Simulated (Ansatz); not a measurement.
Consider the following.

End structure of Cu on the 1x1 (110) surface of bcc W, one in a 1x1 cell, started at the site 'bridge W-W (span 3.2 Å)':

```yaml
crystal:
  lattice:
    - [2.75768, 0.00000, 0.00000]
    - [-0.91923, 2.59996, 0.00000]
    - [0.00000, 0.00000, 26.00000]
  atoms:
    - { symbol: W, position: [0.50000, 0.50000, 0.37289] }
    - { symbol: W, position: [0.00000, 0.00000, 0.45653] }
    - { symbol: W, position: [0.50000, 0.50000, 0.54324] }
    - { symbol: W, position: [0.00000, 0.00000, 0.62870] }
    - { symbol: Cu, position: [0.50000, 0.50000, 0.70662] }
```

Slab: 5 atoms, 6.6 Å thick at the start under the adsorbate (thin: gaps and levels are the slab's own); k 12x12x1, smearing 0.1 eV, dipole-corrected; 2 atoms held, the rest relaxed; start symmetry kept, larger cells not searched; no spin, no spin-orbit, no U, no dispersion correction. At the end it is bonded to 4 W. In PBE it is, or lies within 0.03 eV of, the lowest of the starts that converged.

A negative adsorption energy means that the adsorbate is more stable on the surface than in its reference.

### Question
What change of the step from the bottom to the top vacuum level, against the clean slab does PBE run with Ansatz (a first-principles code) give?

### Answer
-0.45 eV

### Question
What is the computed adsorption energy against an atom of fcc Cu (PBE)?

### Answer
-29 kJ/mol

### Question
Estimate the work function of the top face that PBE returns for this input.

### Answer
4.34 eV

### Question
Estimate the change of the work function that PBE returns for this input.

### Answer
-0.48 eV
